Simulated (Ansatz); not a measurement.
Ag on the Li site (Ag_Li) in rock-salt LiF (start: the Li site; 64-site cell, 2×2×2 shifted sampling), F-rich (Δμ(Li) = -5.89 eV, Δμ(Ag) = -3.40 eV, bounded by AgF2 (Pbca); only phases computed here count, gases as isolated molecules at 0 K). Calculation: PBE, PAW (plane waves to 420 eV; Ansatz, a program for electronic structure). In charge state 0 (not spin-polarised) the formation energy is 3.17 eV. The crystal has 5.94 × 10^22 Li sites per cm³.

Question: Estimate the equilibrium concentration at 1100 K in the dilute limit, leaving out vibrational entropy and degeneracy.

Answer: kT = 0.0948 eV; c = N exp(−E_f / kT) = 5.94 × 10^22 × exp(−33.4) ≈ 2 × 10^8 cm^-3. An error of 0.2 eV in E_f moves this by a factor of 8.
